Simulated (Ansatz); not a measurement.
The parent structure is Zr in the hcp (Mg type) structure (space group P6_3/mmc, No. 194; a = 3.1825 Å, c = 5.1235 Å; relaxed with 0.1 eV smearing).

Structures relaxed with PBEsol (Ansatz, a quantum-chemistry and plane-wave program), no spin-orbit coupling.

Base:

Simulated powder pattern, Cu Kα1, λ = 1.54056 Å (kinematic, ideal powder, no thermal factors, no anomalous dispersion; the 8 strongest lines at most, above 2 %, up to 2θ = 90°):

```
2θ (°)  I/Imax (%)    hkl
------  ----------  -----
32.46           24  (100)
35.00           26  (002)
37.01          100  (101)
48.47           15  (102)
57.90           18  (110)
64.09           19  (103)
69.48           20  (112)
70.74           15  (201)
```

After one change:

Simulated powder pattern, Cu Kα1, λ = 1.54056 Å (kinematic, ideal powder, no thermal factors, no anomalous dispersion; the 8 strongest lines at most, above 2 %, up to 2θ = 90°):

| 2θ (°) | I/Imax (%) |
|---|---|
| 31.65 | 24 |
| 34.12 | 26 |
| 36.07 | 100 |
| 47.22 | 15 |
| 56.36 | 18 |
| 62.35 | 20 |
| 67.55 | 21 |
| 68.76 | 15 |

### Question
Which of these changes matches the shifts?
A. isotropic strain +2.50 %
B. isotropic strain +1.00 %
C. isotropic strain −1.50 %
D. isotropic strain +3.00 %

### Answer
A, isotropic strain +2.50 %. Its volume per atom is 24.20 Å³ against 22.47 Å³, and its space group is P6_3/mmc (No. 194).

No phonon test of stability was made. All final runs are without spin polarisation.
